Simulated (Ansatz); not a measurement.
CaWO4 (I4₁/a, No. 88)

Method: r²SCAN in Ansatz (PAW).

Settings: plane-wave cutoff 560 eV, 10×10×10 k mesh, Fermi–Dirac smearing 0.01 eV, no spin polarisation, scalar-relativistic PAW data made under PBE.

Cell: relaxed at this level.

```json
{
 "band_gap": "4.60 eV (on the SCF k mesh)",
 "lattice_constant_a": "5.243 Å",
 "lattice_parameter_c": "11.341 Å",
 "bulk modulus B0": "84.2 GPa"
}
```

Measured, for comparison: band gap 5.2 ± 0.3 eV (temperature not stated, not corrected to a static lattice, absorption, reflection, one- and two-photon excitation; as tabulated in Mikhailik et al. (2004), doi:10.1103/physrevb.69.205110).

Note: the bulk modulus is −V dP/dV from two relaxed cells at ±2 % in volume.

Spin–orbit coupling is not included.

Computed values are for the static lattice.

Cost on a shared machine: around 22 core-minutes (rough).

Ansatz is an electronic-structure program.
